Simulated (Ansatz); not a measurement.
CH3 on the 1x1 (111) surface of fcc Pd, one in a 2x2 cell, energies for each (26.9 Å²). Energies are against CH4(g) − ½ H2(g), without zero-point or thermal terms; each row is named by its start. No converged result for: 1 more start.

Computed with PBE (plane waves to 420 eV, PAW; Ansatz, a first-principles code).

Set-up: 20 atoms, 6.8 Å thick at the start under the adsorbate (thin: gaps and levels are the slab's own); mesh 6x6x1; 0.1 eV smearing; dipole correction on; 8 atoms held, the rest relaxed; each run with such symmetry as its start has; spin where the adsorbate may keep a moment, no spin-orbit, no U, no dispersion correction.

A negative adsorption energy means that the adsorbate is more stable on the surface than in its reference. Heights count from the host atoms within 0.3 Å of the top one.

| starting site | E_ads (eV) | height (Å) | nearest host atom (Å) | bonded to | Δ work function (eV) | lateral drift (Å) | moment (μB) |
|---|---|---|---|---|---|---|---|
| top Pd | 0.72 | 2.17 | Pd 2.05 | Pd | -0.58 | 0.0 | 0.0 |
| hollow Pd-Pd-Pd over Pd at depth 2.3 Å | 0.99 | 1.72 | Pd 2.33 | 3 Pd | -1.04 | 0.0 | – |
| hollow Pd-Pd-Pd over Pd at depth 4.5 Å | 0.90 | 1.69 | Pd 2.32 | 3 Pd | -1.04 | 0.0 | – |
